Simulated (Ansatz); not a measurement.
## CsPbBr3 under a change: pressure 60 GPa

Take CsPbBr$_{3}$ in the cubic perovskite structure (space group Pm-3m, No. 221; a = 5.8721 Å) as the base.

One thing is altered: cell and atoms relaxed at a pressure of 60 GPa.

Method: DFT with PBEsol, PAW potentials and a 420 eV plane-wave cutoff in Ansatz (an electronic-structure program), scalar-relativistic without spin-orbit coupling. Γ-centred 6×6×6 mesh, Fermi–Dirac width 0.05 eV.

The volume per atom shrinks by 19.101 Å³ (40.50 Å³ → 21.39 Å³) and the density rises by 4.246 g/cm³ (4.76 g/cm³ → 9.00 g/cm³). The lattice parameter a drops by 1.125 Å (5.872 Å → 4.747 Å) and the shortest interatomic distance shrinks by 0.5625 Å (2.936 Å → 2.374 Å). The enthalpy H = E + PV relative to the base's energy amounts to +10.00 eV/atom and the band gap becomes zero (base: 1.43 eV).

Final structure:

```
CELL_PARAMETERS angstrom
      4.74703     0.00000     0.00000
      0.00000     4.74703     0.00000
      0.00000     0.00000     4.74703
ATOMIC_POSITIONS crystal
  Cs 0.00000 0.00000 0.00000
  Pb 0.50000 0.50000 0.50000
  Br 0.00000 0.50000 0.50000
  Br 0.50000 0.50000 0.00000
  Br 0.50000 0.00000 0.50000
```

The mesh was chosen for an insulator and is coarse for the gapless case. With Pb present, leaving out spin-orbit coupling can change the band edges. Load acts through the strain it causes; cell and atoms are relaxed under it. Whether these cells are dynamically stable was not tested. No other phases were tried under pressure. The final runs are not spin-polarised. Many cubic perovskites are stable only at high temperature; tilts and polar distortions were not tested. This is not the structure that CsPbBr3 has at room temperature and ambient pressure. A zero or small gap of CsPbBr3 under pressure 60 GPa can be the functional's error rather than a property of the material.
